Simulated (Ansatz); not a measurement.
Phonon-limited electron mobility of Si (Fd-3m) in cm²/(V·s), r2SCAN, finite-displacement electron-phonon coupling, linearised Boltzmann equation run with Ansatz (a quantum-chemistry and plane-wave program). Geometry: relaxed with this functional, without spin-orbit coupling.

| Condition | μ |
|---|---|
| 150 K | [?] |
| 200 K | 3700 |
| 250 K | 2250 |
| 300 K | 1480 |
| 350 K | 1040 |
| 400 K | 765 |
| 500 K | [?] |
| 600 K | 307 |

Task: Fill in the missing entries.

Result: 
- 150 K, μ: 7000
- 500 K, μ: 462

Task: What exponent p of μ ∝ T^−p fits 200 to 400 K (along x)?

Result: p ≈ 2.3; acoustic deformation-potential scattering alone gives 1.5.

Scattering by harmonic phonons alone: no impurities, screening or carrier-carrier scattering, bands fixed at 0 K. From a coarser fine mesh the values given move by up to 6 %. The mesh was bound by memory.
